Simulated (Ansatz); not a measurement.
A relaxation of the atoms of KI (I4mm, 2 atoms in the cell) with Ansatz (a first-principles code).

Computed with LDA (PW92), default PAW files made with PBE (plane waves; Ansatz).

The change in words: one atom moved by 0.15 angstrom; relax: default → atoms; relax.f_tol: default → 0.01 eV/Å. Reference geometry:
```
KI
1.0
    0.00000     3.51733     3.51733
    3.51733     0.00000     3.51733
    3.51733     3.51733     0.00000
K I
1 1
Direct
  0.00000   0.00000   0.00000
  0.50000   0.50000   0.50000
```

Reference input (self-consistent single point, DFT, LDA (PW92), plane waves, default PAW files made with PBE): basis.ecutwfc = 420 eV; kpoints.mp_grid.grid = 6 6 6; hamiltonian.xc = lda; hamiltonian.pseudopotentials = {kind: paw} (the program's default PAW files); scf.occupations.method = fermi_dirac; scf.occupations.width = 0.05 eV. This run's input differs from it in these lines:

```diff
@@ -6,3 +6,3 @@
   atoms:
-    - { symbol: K, position: [0.00000000, 0.00000000, 0.00000000] }
+    - { symbol: K, position: [0.02132300, 0.02132300, -0.02132300] }
     - { symbol: I, position: [0.50000000, 0.50000000, 0.50000000] }
@@ -21,2 +21,4 @@
     width: 0.05
+relax:
+  f_tol: 0.01
 output:
```

Output, abridged:

```
   [... SCF lines of the steps left out ...]
relax step   1: F+E_penalty+E_count = -8855.05464086 eV  Δ(F+E_penalty+E_count) = +0.000e0 eV  max|allowed force component| = 1.463e-1 eV/Å  Δτ_max = 0.0000 Å  (6 SCF iters, dr2 threshold 2.50e-6 eV, accepted)
relax step   2: F+E_penalty+E_count = -8855.06047397 eV  Δ(F+E_penalty+E_count) = -5.833e-3 eV  max|allowed force component| = 9.542e-2 eV/Å  Δτ_max = 0.0242 Å  (4 SCF iters, dr2 threshold 1.34e-6 eV, accepted)
relax step   3: F+E_penalty+E_count = -8855.06521201 eV  Δ(F+E_penalty+E_count) = -4.738e-3 eV  max|allowed force component| = 6.091e-3 eV/Å  Δτ_max = 0.0473 Å  (4 SCF iters, dr2 threshold 5.69e-7 eV, accepted)
relax step   4: F+E_penalty+E_count = -8855.06521217 eV  Δ(F+E_penalty+E_count) = -1.570e-7 eV  max|allowed force component| = 6.199e-3 eV/Å  Δτ_max = 0.0000 Å  (2 SCF iters, accepted)
the relaxation is at rest under the 8 symmetry operations that the run kept from its start: a minimum is not shown …
Stability not checked: this state was not tested for a lower state beside it, because too few of the mixer's solves of this state at the end of the SCF gave a …
Free energy (F): -8855.065212 eV
Internal energy: -8855.065212 eV  (E = F + TS)
E sigma→0 (E₀):  -8855.065212 eV
Fermi energy:    3.968891 eV
--- Forces (eV/Å), atoms counted from 1 ---
  atom   1  K     -0.00000000     0.00000000    -0.00622883
  atom   2  I     -0.00000000    -0.00000000     0.00616943
   [... lines left out ...]
--- Relaxed structure (4 steps of the walk, 4 accepted, 0 SCFs on fresh bases) ---
  F+E_penalty+E_count = -8855.06521217 eV   max|allowed force component| = 6.199e-3 eV/Å
  atoms:
    - { symbol: K, position: [0.01114990318632311, 0.01114990318632311, -0.01114990318632311] }
    - { symbol: I, position: [0.510173096813677, 0.510173096813677, 0.48982690318632305] }
```

The run converged.  The full log also holds: “iter 5 did not close the SCF: its close was put off for the readings that it lacked (scf_convergence_deferred on its scf_iter line)”.

Summary of the result:
* **Free energy E − TS (on the zero of these files)**: -8855.0652 eV
* **Top of the valence band (on the code's own zero)**: 2.10 eV
* **Gap on the k-point mesh**: 3.64 eV
* **Pressure**: -1.19 GPa
* **Largest force (vector length)**: 0.006 eV/Å
* **Relaxation steps**: 4

The starting cell has typed, rounded lattice constants, without a prior relaxation at this level. Its lattice was rescaled by up to half a per cent. For this run, on top of that: one atom moved by 0.15 angstrom. Spin-orbit coupling is off. The relaxation keeps the symmetry of its start, so its end need not be a minimum. Ansatz's pressure includes its estimate of the finite-basis (Pulay) stress.

Keys are those of Ansatz 0.2.
